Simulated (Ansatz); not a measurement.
The parent structure is Mg3Sb2 (space group P-3m1, No. 164; a = 4.596 Å, c = 7.272 Å). Axes: x lies along a and z along c of the hexagonal cell.

Calculations: Ansatz (a program for electronic structure), PBE, PAW, cutoff 420 eV, no SOC.

Before the change:

The smallest direct gap is 1.02 eV.

It is then changed as follows: compressive biaxial strain of 3.83 % in the plane normal to [001], as in epitaxy on a mismatched substrate; the out-of-plane cell vector and the atoms relax.

Problem. How does this affect the electron mass, out-of-plane strain and smallest direct gap?

Solution. The electron mass is 0.22 mₑ out of plane, 0.33 mₑ in plane (at K); the out-of-plane strain comes out as +2.12 %; the smallest direct gap grows by 0.37 eV (1.02 eV → 1.39 eV).

Spin-orbit coupling, missing from the scalar runs, can matter with Sb. Masses are band curvatures over ±0.01 Å⁻¹ around the edge. Stability against distortions was not tested.
